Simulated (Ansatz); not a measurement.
Defect migration in anatase TiO2: interstitial Ca, charge state +2. The step: one Ca atom jumps by itself; the atom moves 1.52 Å along (0.00, 0.00, 0.16) of the unit cell; the moving atom starts with neighbours 2 O at 2.16, 2 O at 2.20, O at 2.21; 2 Ti at 2.79 Å and ends with 2 O at 2.16, 2 O at 2.20, O at 2.21; 2 Ti at 2.79 Å. A PBE band in Ansatz (plane-wave PAW, the Γ point alone, 108 host sites, 94 SCF runs with any check of the saddle's order, static, no finite-size correction) gives a forward barrier of 0.32 eV. The saddle point's order was not checked, and it lies on a symmetry element of the cell, where a band can be held. The charge state is imposed; whether it is stable for some Fermi level was not computed. Sites that were not tried may lie lower.

Single points at the band's start and saddle point can refine it. Rough cost of one point, in units of the band's mean SCF on the same machine:

| Level | Cost of one point |
|---|---|
| PBE, a 2×2×2 k-point mesh shifted by half a step | about 9 |
| r2SCAN at 500 eV, the Γ point alone | about 3 |

Q: Which of these move the barrier by more than 0.1 eV, and how far does each move it?

A: Not one does. PBE, a 2×2×2 k-point mesh shifted by half a step: -0.05 eV; r2SCAN at 500 eV, the Γ point alone: +0.02 eV. Each functional is compared with PBE at the same k-points.

Ansatz is a quantum-chemistry and plane-wave program.
